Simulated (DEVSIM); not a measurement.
## Si n+/n-/n+ resistor

Device: Si n+/n-/n+ resistor, at 300 K.

```tsv
layer (left to right)	material	thickness (μm)	Nd (cm⁻³)	τn (s)	τp (s)
1	Si	0.140	5e18	0.00013	0.00013
2	Si	0.140	1.2e14	0.00013	0.00013
3	Si	0.460	1.9e17	0.00013	0.00013
```

Left contact: ohmic. Right contact: ohmic. Voltage is applied to the left contact. Recombination: SRH at mid-gap. Mobility is constant in doping.

Constants are typed, rounded textbook-type inputs, not results; the design itself was drawn at random and stands for no fabricated device. Values at 300 K.

```csv
parameter,Si
gap (eV),1.124
affinity (eV),4.05
permittivity,11.7
Nc (cm⁻³),2.86e19
Nv (cm⁻³),3.1e19
μn (cm²/Vs),1417
μp (cm²/Vs),470
```

Model (solved in DEVSIM): 1D drift-diffusion, Boltzmann statistics, complete ionisation; no tunnelling, impact ionisation, image-force lowering or self-heating.

Dark forward current:

| V (V) | J (A/cm²) |
|---|---|
| 0.05 | 12000 |
| 0.10 | 25000 |
| 0.20 | 52000 |
| 0.25 | 66000 |
| 0.35 | 98000 |
| 0.40 | 110000 |
| 0.50 | 150000 |
| 0.55 | 170000 |
| 0.65 | 210000 |
| 0.70 | 230000 |
| 0.75 | 250000 |
| 0.85 | 290000 |
| 0.90 | 310000 |
| 1.00 | 350000 |
| 1.05 | 370000 |
| 1.15 | 420000 |
| 1.20 | 440000 |
| 1.30 | 490000 |
| 1.35 | 510000 |
| 1.40 | 540000 |
| 1.50 | 580000 |
| 1.55 | 610000 |
| 1.65 | 660000 |
| 1.70 | 680000 |
| 1.80 | 740000 |
| 1.85 | 760000 |
| 1.95 | 810000 |
| 2.00 | 840000 |
